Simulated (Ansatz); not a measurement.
Mo2Si (model structure, started from the Cu2Sb type, P4/nmm, No. 129, 6 atoms in the cell): c axis length by level of theory

No measured value is used here.

```
level (code)         value (Å)
-------------------  ---------
PBE (Ansatz)             6.839
PBEsol (Ansatz)          6.785
PBE-D3(BJ) (Ansatz)      6.774
```

Ansatz's density-functional and Hartree–Fock values are scalar-relativistic unless marked +SOC, with PAW data made under PBE.

A model structure was made by putting elements into a prototype or built by hand; it is no filed structure, need not be a known phase, and can be a saddle point held by its symmetry.

Ansatz is a quantum-chemistry and plane-wave program.
